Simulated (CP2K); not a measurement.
Band structure of ZnO (P6_3mc, 4 atoms in the cell).

```yaml
crystal:
  lattice:
    - [3.23735, 0.00000, 0.00000]
    - [-1.61868, 2.80363, 0.00000]
    - [0.00000, 0.00000, 5.22206]
  atoms:
    - { symbol: Zn, position: [0.66667, 0.33333, 0.50059] }
    - { symbol: Zn, position: [0.33333, 0.66667, 0.00059] }
    - { symbol: O, position: [0.66667, 0.33333, 0.87972] }
    - { symbol: O, position: [0.33333, 0.66667, 0.37972] }
```

Computed with PBE, GPW, DZVP-MOLOPT-SR-GTH basis, GTH-PBE potentials (GTH_POTENTIALS) in CP2K 2026.2.

Settings: CUTOFF = 600 Ry; REL_CUTOFF = 50 Ry; SMEAR/METHOD = FERMI_DIRAC; ELECTRONIC_TEMPERATURE = 232.09 K; KPOINTS/SCHEME = MONKHORST-PACK 8 8 5; GAMMA_CENTERED = T; XC_FUNCTIONAL = PBE; Zn/BASIS_SET = DZVP-MOLOPT-SR-GTH; Zn/POTENTIAL = GTH-PBE-q12; O/BASIS_SET = DZVP-MOLOPT-SR-GTH; O/POTENTIAL = GTH-PBE-q6; METHOD = GPW; EPS_DEFAULT = 1e-10; EXTRAPOLATION = USE_GUESS.

The starting cell comes from a database of computed structures (which also holds hypothetical and non-ambient phases and stackings), without a prior relaxation at this level. Values carry the incompleteness of an atom-centred basis.

Problem. Predict the gap along the standard path and the places of the band edges.

Solution. The gap along the path is 0.80 eV, direct at Γ to within 0.01 eV.

Levels in eV from the top of the valence band on the SCF mesh, bands 15 to 19:
```tsv
point	15	16	17	18	19
Γ	-0.81	-0.09	0.00	0.00	0.80
M	-2.86	-2.30	-1.31	-0.85	5.84
K	-3.57	-1.95	-1.95	-1.76	7.85
A	-0.40	-0.40	-0.40	-0.40	3.47
L	-1.53	-1.53	-1.40	-1.40	5.77
H	-2.73	-2.73	-1.27	-1.27	8.11
```

Higher empty bands are left out: an atom-centred basis made for the valence describes them poorly.
